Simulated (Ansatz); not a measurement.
## O on the 1x1 (10-10) surface of wurtzite GaN (cut with top plane Ga + N), one in a 1x1 cell, started at the site 'top N'

Host crystal: wurtzite GaN, with a band gap (PBE, scalar-relativistic without spin-orbit coupling).

The numbers are results of PBE (plane waves to 420 eV, PAW; Ansatz, a program for electronic structure), not measurements.

Slab: 17 atoms, 9.3 Å thick at the start under the adsorbate (thin: gaps and levels are the slab's own); k 6x4x1, smearing 0.01 eV, dipole-corrected; 8 atoms held, the rest relaxed; held to the start's symmetry, so lower structures may exist; spin-polarised, no spin-orbit, no U, no dispersion correction. The starting moment vanished. At the end it is bonded to Ga + N. In PBE it is, or lies within 0.03 eV of, the lowest of the starts that converged.

The energy of the end state, in which the adsorbate paired with a surface N atom, against ½ O2(g) is -16 kJ/mol. The gap of the slab on its k-mesh comes out as 0.57 eV and the highest filled level below the top vacuum level comes out as 6.28 eV. The change of the step from the bottom to the top vacuum level, against the clean slab comes out as 1.68 eV and the energy released by relaxation comes out as 1.30 eV. The height of the binding atom over the mean of the host atoms within 0.3 Å of the top one is 1.314 Å and the magnetic moment of the cell is 0.00 μB. The largest move of a host atom is 0.31 Å, the note comes out as in the relaxation the adsorbate left its starting site by 0.7 Å and the cost comes out as about 19 core-minutes (a rough figure).

A negative adsorption energy means that the adsorbate is more stable on the surface than in its reference.
